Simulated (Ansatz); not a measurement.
Ca2Si: response to strain

Start from Ca2Si (space group Fm-3m, No. 225; a model cell, its experimental status unchecked).

Space group Fm-3m (No. 225); a = 7.1600 Å, b = 7.1600 Å, c = 7.1600 Å, α = 90.00°, β = 90.00°, γ = 90.00°

| atom | site | symmetry | x | y | z |
|---|---|---|---|---|---|
| Si | 4a | m-3m | 0.0000 | 0.0000 | 0.0000 |
| Ca | 8c | -43m | 0.2500 | 0.2500 | 0.2500 |
(The calculation used a cell of 3 atoms; values per cell refer to that cell.)

Strains are applied to the cell and any free atomic positions relax.

Computed with Ansatz (a first-principles code) r2SCAN, no spin-orbit coupling.

Notes on the quantities. energy relative to the base: free energy F.

```tsv
isotropic strain (%)	energy relative to the base (meV/atom)
-1.98	13.9
-0.73	?
0	0.0
2.07	13.6
2.46	19.0
4.1	50.4
```

Q: Fit ΔE = Aε² + Bε³ (ε in %) to the rows shown and predict the withheld row.

A: Least squares on the printed values gives A = 3.36 and B = -0.089 meV/atom (largest residual 0.0 meV/atom); this predicts 1.8 meV/atom, and the run gives 1.8 meV/atom, in agreement.

Whether these cells are dynamically stable was not tested.
